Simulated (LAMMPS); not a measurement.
LAMMPS 22 Jul 2025, classical MD, EAM (Cu_mishin1.eam.alloy): Cu, 143748 atoms.

```
Property                                                                                           Value
-----------------------------------------------  -------------------------------------------------------
task                                                                                             MD, nve
potential                                                                      EAM, Cu_mishin1.eam.alloy
copies of the repeat unit                                                                       33×33×33
shape (slab and sphere leave vacuum in the box)                                                     bulk
temperature                                                                                        800 K
steps                                                                                                300
timestep                                                                                            2 fs
neighbor skin                                                                                        2 Å
neigh_modify                                                                   every 1 delay 0 check yes
thermo                                                                                               100
newton                                                                                      on (default)
atom_modify sort (bins of 2 Å where set)                                                  1000 (default)
comm_style                                                                               brick (default)
box                                                                              119.3 × 119.3 × 119.3 Å
start                                                    generated fcc lattice, warmed in an untimed run
compared values                                  energy and forces of the first step, drift over the run
```

Machine: one whole node, Arm Neoverse V2, 96 cores on 1 socket, no SMT, 1 L3 cache group; 94 cores' worth of CPU time may be used.

Each set of copies ran two to five times on the otherwise empty node; times are medians from launch to the last exit. Unless noted, each process is bound to its own block of adjacent cores. The build: PyPI wheel: MPICH, OPENMP and OPT packages; another build can shift the numbers. Scratch files lie in a memory file system. A preparatory run goes ahead and isn't timed.

Ways to fill 88 cores (the node offers 329 GiB):
- 4 copies of 22 ranks
- 88 ranks
- 8 copies of 11 ranks
- 2 copies of 44 ranks
- 22 copies of 4 ranks
- 44 copies of 2 ranks

Question: For throughput over a long queue of such jobs, how should the node be filled?

Answer: 44 copies of 2 ranks: 5400 jobs an hour; within 8 % of it: 22 copies of 4 ranks. At the low end 88 ranks gives 3200. The best is the narrowest job tried, and narrower ones have no timing here. One job is done soonest with 88 ranks (1.1 s against 29 s).

```
way                   time till all copies end  jobs an hour  memory in all, scratch files included
--------------------  ------------------------  ------------  -------------------------------------
44 copies of 2 ranks                      29 s          5400                                5.0 GiB
22 copies of 4 ranks                      15 s          5200                                3.4 GiB
8 copies of 11 ranks                     6.3 s          4600                                2.4 GiB
4 copies of 22 ranks                     3.2 s          4400                                2.0 GiB
2 copies of 44 ranks                     1.8 s          4000                                1.8 GiB
88 ranks                                 1.1 s          3200                                1.7 GiB
```

1 planned setting was not run, for want of time.
